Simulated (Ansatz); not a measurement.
For TiTe₂ (model structure, started from the CdI2 type, P-3m1, No. 164, 3 atoms in the cell), PBE (plane waves, PAW; Ansatz, an electronic-structure program) gives:

* **equilibrium lattice constant a**: 3.765 Å
* **c axis length**: 6.959 Å
* **cohesive energy**: 4.07 eV/atom

Question: What does r²SCAN (plane waves, PAW; Ansatz) give for the same quantities?

Answer: 
- lattice constant a: 3.802 Å (increases by 1.0 %)
- lattice parameter c: 6.899 Å (decreases by 0.9 %)
- cohesive energy: 3.90 eV/atom (decreases by 0.17 eV/atom)

Changes are worked out from the printed values.

Unless a cell is named, each level is at its own relaxed cell (PBE 28.47, r²SCAN 28.79 Å³/atom).

Levels without +SOC leave out spin–orbit coupling, which shifts energies and cells of such heavy elements.

Ansatz's density-functional and Hartree–Fock values are scalar-relativistic unless marked +SOC, with PAW data made under PBE.

A model structure was made by putting elements into a prototype or built by hand; here it ended with the formula and space group of a phase in our tables.
